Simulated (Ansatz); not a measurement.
**MgO under load (space group I4/mmm): band-edge transport data**

Given:

```
MgO
1.0
    0.00000     2.12762     2.09478
    2.12762     0.00000     2.09478
    2.12762     2.12762     0.00000
Mg O
1 1
Direct
  0.00000   0.00000   0.00000
  0.50000   0.50000   0.50000
```

Calculation: r2SCAN, rigid bands (plane waves, PAW, scalar-relativistic; Ansatz, a quantum-chemistry and plane-wave program). Condition of this run: biaxial stress in (001) of -3 GPa (compression positive) (the target of the relaxation). Cell: cell and atoms relaxed with PBEsol, then loaded as said.

* **band gap**: 5.47 eV
* **electron conductivity mass (300 K, dilute)**: 0.36 (x), 0.36 (y), 0.38 (z) mₑ
* **hole conductivity mass (300 K, dilute)**: 2.3 (x), 2.3 (y), 2.1 (z) mₑ
* **effective density of states N_c (300 K)**: 5.6e18 cm⁻³
* **effective density of states N_v (300 K)**: 2.1e20 cm⁻³
* **density-of-states mass, electrons**: 0.37 mₑ
* **density-of-states mass, holes**: 4.2 mₑ
* **Seebeck coefficient, n-type 1e19 cm⁻³, 300 K**: -177 μV/K
* **best n-type power factor at 300 K for τ = 10 fs (best axis; densities from 1e16 to 1e21 cm⁻³ tried, whether or not they can be reached)**: 2.5 μW/(cm·K²) at 3e19 cm⁻³
* **Seebeck coefficient, p-type 1e19 cm⁻³, 300 K**: 494 μV/K

Rigid bands; masses and Seebeck coefficients take one relaxation time τ for all states and one kind of carrier; polarons and phonon drag are left out. Spin-orbit coupling is left out. Geometry: cell and atoms relaxed with PBEsol.
